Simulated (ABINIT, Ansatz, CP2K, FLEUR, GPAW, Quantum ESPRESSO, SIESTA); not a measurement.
## One structure in several programs: MgH₂ (P4_2/mnm, 6 atoms in the cell)

Self-consistent single point.

```yaml
crystal:
  lattice:
    - [4.45878, 0.00000, 0.00000]
    - [0.00000, 4.45878, 0.00000]
    - [0.00000, 0.00000, 2.98057]
  atoms:
    - { symbol: Mg, position: [0.50000, 0.50000, 0.50000] }
    - { symbol: Mg, position: [0.00000, 0.00000, 0.00000] }
    - { symbol: H, position: [0.69557, 0.69557, 0.00000] }
    - { symbol: H, position: [0.30443, 0.30443, 0.00000] }
    - { symbol: H, position: [0.80443, 0.19557, 0.50000] }
    - { symbol: H, position: [0.19557, 0.80443, 0.50000] }
```

Shared settings, as Ansatz (a quantum-chemistry and plane-wave program) writes them: kpoints.mp_grid.grid = 8 8 11; scf.occupations.method = fermi_dirac; scf.occupations.width = 0.01 eV. Potentials and cutoffs stand in the table.

```json
[
 {"code": "GPAW", "model": "PBEsol, GPAW PAW datasets PBEsol (made by gpaw-setup)", "pressure (GPa)": "1.07", "largest force (eV/Å)": "0.011", "gap on the mesh (eV)": "3.655", "cutoff": "850 eV"},
 {"code": "CP2K", "model": "PBEsol, GPW, DZVP-MOLOPT-SR-GTH basis, GTH-PBE potentials (GTH_POTENTIALS)", "pressure (GPa)": "-0.28", "largest force (eV/Å)": "0.115", "gap on the mesh (eV)": "3.111", "cutoff": "grid 1000 Ry"},
 {"code": "Quantum ESPRESSO", "model": "PBEsol, GBRV 1.5 ultrasoft (PBESOL) pseudopotentials", "pressure (GPa)": "0.95", "largest force (eV/Å)": "0.010", "gap on the mesh (eV)": "3.653", "cutoff": "40 Ry"},
 {"code": "FLEUR", "model": "PBEsol, all-electron FLAPW (FLEUR), scalar-relativistic valence", "pressure (GPa)": "–", "largest force (eV/Å)": "–", "gap on the mesh (eV)": "3.653", "cutoff": "Kmax 4.5 1/bohr"},
 {"code": "SIESTA", "model": "GGA PBEsol, numerical atomic orbitals TZP, PseudoDojo PBEsol standard norm-conserving potentials (rewritten from UPF to PSML)", "pressure (GPa)": "1.35", "largest force (eV/Å)": "0.022", "gap on the mesh (eV)": "3.660", "cutoff": "grid 300 Ry"},
 {"code": "Ansatz", "model": "PBEsol, PAW files made with PBE", "pressure (GPa)": "0.89", "largest force (eV/Å)": "0.009", "gap on the mesh (eV)": "3.651", "cutoff": "420 eV"},
 {"code": "ABINIT", "model": "PBEsol, norm-conserving pseudopotentials (PseudoDojo nc-sr-04 PBEsol standard)", "pressure (GPa)": "1.02", "largest force (eV/Å)": "0.011", "gap on the mesh (eV)": "3.650", "cutoff": "42 Ha"}
]
```

A dash marks a value that a program does not give, or that is left out as unsure.

Gaps are read on the mesh.

The spread over the programs that give each value: pressure within 1.63 GPa; largest force within 0.106 eV/Å; gap on the mesh within 0.549 eV.

CP2K and SIESTA use small atom-centred bases, whose incompleteness enters pressures, forces and empty levels differently from a plane-wave cutoff. FLEUR treats all electrons, but the usual bases taken here (sphere radii, linearisation, local orbitals, empty states) were not tested for convergence, so the values are no reference for the others. Ansatz's pressure is given at a fixed set of plane waves, as the other plane-wave codes print theirs; with its correction for the finite basis it is 0.98 GPa. In the pressure, CP2K (by 1.27) lies more than 1 GPa from the median of the plane-wave programs. In the gap, CP2K (by 0.541) lies more than 0.12 eV from the median of the plane-wave programs. In the force vectors, CP2K (by 0.105) lies more than 0.08 eV/Å from the median of the plane-wave programs.

The starting cell comes from a database of computed structures (which also holds hypothetical and non-ambient phases and stackings), without a prior relaxation at this level. Its lattice was rescaled by a random factor within 2.5 % of one.

Keys are those of Ansatz 0.2.
